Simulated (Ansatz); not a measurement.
Electronic density of states of amorphous Si$_{24}$O$_{51}$B$_{2}$, density 2.18 g/cm³, on a 2×2×2 Γ-centred mesh with a Gaussian width of 0.1 eV; energies count from the Fermi level, whose place inside the gap is arbitrary. Cell and mesh are small, so fine structure isn't converged. Computed with PBE, scalar-relativistic without spin-orbit coupling (plane waves to 420 eV, PAW; Ansatz, a first-principles code). Sampling: a 2×2×2 Γ-centred mesh; Fermi-Dirac width 0.02 eV; no spin polarisation. At PBE the levels at the filled edge of the gap are localised (band-tail or defect states), and the nearest spread-out levels lie 5.4 eV apart at the zone centre.

It comes from a melt-quench run on a machine-learned potential (CHGNet), relaxed afterwards by DFT. O atoms were pushed apart under 1.9 Å during the dynamics, to hinder bonds among them. The hot cell started wider than the set density and was brought back towards it in steps. It is the lowest in DFT energy of 2 quenches. It is a model cell: composition and starting density were chosen by hand, and all elements were melted together. No dispersion term was used. Its density started from a set value of 2.18 and ended at 2.18 g/cm³. The simulated quench (nominally 480 K/ps over its main leg) is rapid and tends to freeze in more defects than a deposited or slowly cooled glass has. A cell of this size samples the disorder only roughly. The volume was held where the preparation left it and the shape relaxed, at a PBE pressure of 0.3 GPa.

| E - EF (eV) | states/(eV atom) |
|---|---|
| -12.00 | 0.00 |
| -11.90 | 0.00 |
| -11.80 | 0.01 |
| -11.70 | 0.08 |
| -11.60 | 0.19 |
| -11.50 | 0.18 |
| -11.40 | 0.17 |
| -11.30 | 0.22 |
| -11.20 | 0.18 |
| -11.10 | 0.14 |
| -11.00 | 0.19 |
| -10.90 | 0.25 |
| -10.80 | 0.25 |
| -10.70 | 0.16 |
| -10.60 | 0.15 |
| -10.50 | 0.21 |
| -10.40 | 0.22 |
| -10.30 | 0.15 |
| -10.20 | 0.17 |
| -10.10 | 0.21 |
| -10.00 | 0.25 |
| -9.90 | 0.24 |
| -9.80 | 0.20 |
| -9.70 | 0.16 |
| -9.60 | 0.16 |
| -9.50 | 0.20 |
| -9.40 | 0.23 |
| -9.30 | 0.20 |
| -9.20 | 0.15 |
| -9.10 | 0.14 |
| -9.00 | 0.23 |
| -8.90 | 0.27 |
| -8.80 | 0.24 |
| -8.70 | 0.25 |
| -8.60 | 0.37 |
| -8.50 | 0.41 |
| -8.40 | 0.34 |
| -8.30 | 0.37 |
| -8.20 | 0.47 |
| -8.10 | 0.47 |
| -8.00 | 0.44 |
| -7.90 | 0.46 |
| -7.80 | 0.52 |
| -7.70 | 0.56 |
| -7.60 | 0.54 |
| -7.50 | 0.55 |
| -7.40 | 0.48 |
| -7.30 | 0.38 |
| -7.20 | 0.30 |
| -7.10 | 0.31 |
| -7.00 | 0.23 |
| -6.90 | 0.19 |
| -6.80 | 0.32 |
| -6.70 | 0.29 |
| -6.60 | 0.22 |
| -6.50 | 0.28 |
| -6.40 | 0.33 |
| -6.30 | 0.34 |
| -6.20 | 0.30 |
| -6.10 | 0.26 |
| -6.00 | 0.29 |
| -5.90 | 0.26 |
| -5.80 | 0.32 |
| -5.70 | 0.44 |
| -5.60 | 0.53 |
| -5.50 | 0.59 |
| -5.40 | 0.56 |
| -5.30 | 0.60 |
| -5.20 | 0.74 |
| -5.10 | 0.80 |
| -5.00 | 0.81 |
| -4.90 | 0.84 |
| -4.80 | 0.87 |
| -4.70 | 0.92 |
| -4.60 | 0.85 |
| -4.50 | 0.83 |
| -4.40 | 0.85 |
| -4.30 | 0.83 |
| -4.20 | 0.80 |
| -4.10 | 0.74 |
| -4.00 | 0.78 |
| -3.90 | 0.80 |
| -3.80 | 0.83 |
| -3.70 | 0.84 |
| -3.60 | 0.82 |
| -3.50 | 0.82 |
| -3.40 | 0.79 |
| -3.30 | 0.82 |
| -3.20 | 0.85 |
| -3.10 | 0.86 |
| -3.00 | 0.76 |
| -2.90 | 0.55 |
| -2.80 | 0.28 |
| -2.70 | 0.22 |
| -2.60 | 0.29 |
| -2.50 | 0.21 |
| -2.40 | 0.04 |
| -2.30 | 0.00 |
| -2.20 | 0.00 |
| -2.10 | 0.00 |
| -2.00 | 0.00 |
| -1.90 | 0.00 |
| -1.80 | 0.00 |
| -1.70 | 0.00 |
| -1.60 | 0.00 |
| -1.50 | 0.00 |
| -1.40 | 0.00 |
| -1.30 | 0.00 |
| -1.20 | 0.00 |
| -1.10 | 0.00 |
| -1.00 | 0.00 |
| -0.90 | 0.00 |
| -0.80 | 0.00 |
| -0.70 | 0.00 |
| -0.60 | 0.00 |
| -0.50 | 0.00 |
| -0.40 | 0.00 |
| -0.30 | 0.00 |
| -0.20 | 0.00 |
| -0.10 | 0.00 |
| 0.00 | 0.00 |
| 0.10 | 0.00 |
| 0.20 | 0.00 |
| 0.30 | 0.00 |
| 0.40 | 0.00 |
| 0.50 | 0.00 |
| 0.60 | 0.00 |
| 0.70 | 0.00 |
| 0.80 | 0.00 |
| 0.90 | 0.00 |
| 1.00 | 0.00 |
| 1.10 | 0.00 |
| 1.20 | 0.00 |
| 1.30 | 0.00 |
| 1.40 | 0.00 |
| 1.50 | 0.00 |
| 1.60 | 0.00 |
| 1.70 | 0.00 |
| 1.80 | 0.00 |
| 1.90 | 0.00 |
| 2.00 | 0.00 |
| 2.10 | 0.00 |
| 2.20 | 0.00 |
| 2.30 | 0.00 |
| 2.40 | 0.01 |
| 2.50 | 0.02 |
| 2.60 | 0.01 |
| 2.70 | 0.00 |
| 2.80 | 0.02 |
| 2.90 | 0.04 |
| 3.00 | 0.05 |
| 3.10 | 0.10 |
| 3.20 | 0.09 |
| 3.30 | 0.03 |
| 3.40 | 0.03 |
| 3.50 | 0.07 |
| 3.60 | 0.07 |
| 3.70 | 0.09 |
| 3.80 | 0.10 |
| 3.90 | 0.05 |
| 4.00 | 0.06 |
| 4.10 | 0.12 |
| 4.20 | 0.17 |
| 4.30 | 0.20 |
| 4.40 | 0.24 |
| 4.50 | 0.27 |
| 4.60 | 0.29 |
| 4.70 | 0.28 |
| 4.80 | 0.24 |
| 4.90 | 0.20 |
| 5.00 | 0.20 |
| 5.10 | 0.24 |
| 5.20 | 0.21 |
| 5.30 | 0.24 |
| 5.40 | 0.28 |
| 5.50 | 0.29 |
| 5.60 | 0.30 |
| 5.70 | 0.33 |
| 5.80 | 0.37 |
| 5.90 | 0.35 |
| 6.00 | 0.37 |
| 6.10 | 0.44 |
| 6.20 | 0.47 |
| 6.30 | 0.51 |

The level gap on this mesh is 5.00 eV; the broadening fills part of it in the curve.
